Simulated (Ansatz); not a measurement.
# Pd: transverse stress against strain

Pd (fcc, Fm-3m, 14.171 Å³/atom and stress up to 0.01 GPa in the relaxed cell, cube axes along x, y and z) under a strain ε along a cube axis (axis z), the other axes held. LDA in Ansatz, a plane-wave DFT program (PAW, default set), 420 eV, 29×29×29 Γ-centred mesh, Fermi-Dirac smearing 0.10 eV. Stress is positive for a compressed cell.

Here s stands for strain and y for stress xx.

```csv
strain (%),stress xx (GPa)
-3.00,?
-1.50,3.20
-1.00,2.09
-0.50,1.03
0.00,0.00
0.50,-0.99
1.00,-1.94
1.50,-2.86
```

Taking a straight line for y over the 7 complete rows: Means: s 0, y 0.076. About the means, the sum of products is -14.130 and the sum of squares of s is 7.0000; the slope is their ratio. Least squares gives y = 0.076 - 2.0186·s. Residuals (row less fit): 0.096, -0.005, -0.055, -0.076, -0.057, 0.003, 0.092; standard error 0.077 (degrees of freedom: 5). The slope gives the elastic constant C12 = about 200 GPa.

Question: Estimate the missing y (s = -3.00); what did the run itself give?

Answer: y = 0.076 - 2.0186 × (-3.0) = 6.132 GPa. The calculation gives 6.78 GPa, 0.648 GPa above the prediction (6.7 % of the range of y in the table). The row lies outside the fitted rows, so this is an extrapolation. From the scatter of the fitted rows alone, a prediction at this place has a standard error of 0.120 GPa, so the miss is 5.4 times that.

A polynomial of degree 2 through the 12 other runs of the series gives 6.75 there, so most of the miss is curvature that the fit leaves out. In a metal these values are sensitive to mesh and smearing; energies are taken to zero smearing, stresses follow the free energy. The runs aren't spin-polarised. Rows are the converged runs of the series near zero and its far end; series whose fitted rows scatter by over a few per cent of the range, as at a crossing or softening among them, aren't shown in this form, nor equations of state whose B0' disagrees with the runs' pressures. Most that stay on the fit to the last digits aren't either.
